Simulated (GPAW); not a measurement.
GPAW is run on MoPdRu2 (P-6m2, 4 atoms in the cell), and the run fails. The aim is a self-consistent single point with DFT PBEsol, plane waves, GPAW PAW datasets PBEsol (made by gpaw-setup).

Cell that was meant: a = 2.7815 Å, b = 2.7815 Å, c = 8.9205 Å, α = 90.00°, β = 90.00°, γ = 120.00°.

Part of the input:

```python
                                [0.000000, 0.000000, 0.500000]],
              pbc=True)

calc = GPAW(mode={'name': 'pw', 'ecut': 20},
            xc='PBEsol',
            kpts=(11, 11, 3),
            occupations={'name': 'fermi-dirac', 'width': 0.136},
```

Output (repeated stretches shortened):

```
Input parameters:
  convergence: {density: 1e-05}
  kpts: [11 11  3]
  maxiter: 120
  mode: {ecut: 20,
         name: pw}
  nbands: -8
  occupations: {name: fermi-dirac,
                width: 0.136}
  symmetry: {symmorphic: False,
             tolerance: 0.0005}
  xc: PBEsol

species:
  Mo:
    name: Molybdenum
    Z: 42.0
    valence: 14
    core: 28
   [... lines left out ...]

  Pd:
    name: Palladium
    Z: 46.0
    valence: 16
    core: 30
    charge: 0.0
    file: Pd.PBEsol.gz

    # Using partial waves for Pd as LCAO basis

Reference energy: -493599.388911  # eV

Spin-paired calculation

Convergence criteria:
 Maximum [total energy] change in last 3 cyles: 0.0005 eV / valence electron
 Maximum integral of absolute [dens]ity change: 1e-05 electrons / valence electron
 Maximum integral of absolute [eigenst]ate change: 4e-08 eV^2 / valence electron
 Maximum number of scf [iter]ations: 120

Symmetries present (total): 12
Symmetries with fractional translations: 0
363 k-points: 11 x 11 x 3 Monkhorst-Pack grid
32 k-points in the irreducible part of the Brillouin zone
       k-points in crystal coordinates                weights
   0:     0.00000000    0.00000000    0.00000000          1/363
   1:     0.00000000    0.00000000    0.33333333          2/363
   2:     0.09090909    0.00000000    0.00000000          6/363
   [... 7 lines left out ...]
          ...
  31:     0.45454545    0.45454545    0.33333333         12/363

Wave functions: Plane wave expansion
  Cutoff energy: 20.000 eV
  Number of coefficients (min, max): 6, 15
  Pulay-stress correction: 0.000000 eV/Ang^3 (de/decut=0.000000)

Occupation numbers: Fermi-Dirac:
  width: 0.1360  # eV

Eigensolver

Densities:
  Coarse grid: 3*3*10 grid
  Fine grid: 6*6*20 grid
  Total Charge: 0.000000

Density mixing:
  Method: separate
  Backend: pulay
  Linear mixing parameter: 0.05
  old densities: 5
  Damping of long wavelength oscillations: 50

Hamiltonian:
  XC and Coulomb potentials evaluated on a 6*6*20 grid
  External potential:
    NoExternalPotential

XC parameters: PBEsol with 2 nearest neighbor stencil

Number of atoms: 4
Number of atomic orbitals: 51
Number of bands in calculation: 39
Number of valence electrons: 62
Bands to converge: occupied

Traceback (most recent call last):
   [... frames left out ...]
ValueError: could not broadcast input array from shape (0,) into shape (3,)
```

Problem. From the messages shown, name the fault and mend the input.

Solution. The fault is an energy in the wrong unit; here the program stops on it instead of giving results. To fix it, convert the value to the unit that the key expects. The program stopped with an error.

An input that runs soundly differs in these lines (not the only fix; some lines may just follow from the change or write a value another way):
```diff
-calc = GPAW(mode={'name': 'pw', 'ecut': 20},
+calc = GPAW(mode={'name': 'pw', 'ecut': 550},
```

With that input, the run converged in 23 iterations: free energy E − TS (from the program's reference atoms) -37.1596 eV; Fermi level (on the code's own zero) 11.48 eV; pressure -13.12 GPa; largest force (vector length) 0.129 eV/Å (DFT PBEsol, plane waves, GPAW PAW datasets PBEsol (made by gpaw-setup)).

On the sound input: the starting cell comes from a database of computed structures (which also holds hypothetical and non-ambient phases and stackings), without a prior relaxation at this level. Its lattice was rescaled by a random factor within 2.5 % of one. Spin polarisation is off. With a pressure of about -13 GPa the cell is away from its equilibrium volume at this level.
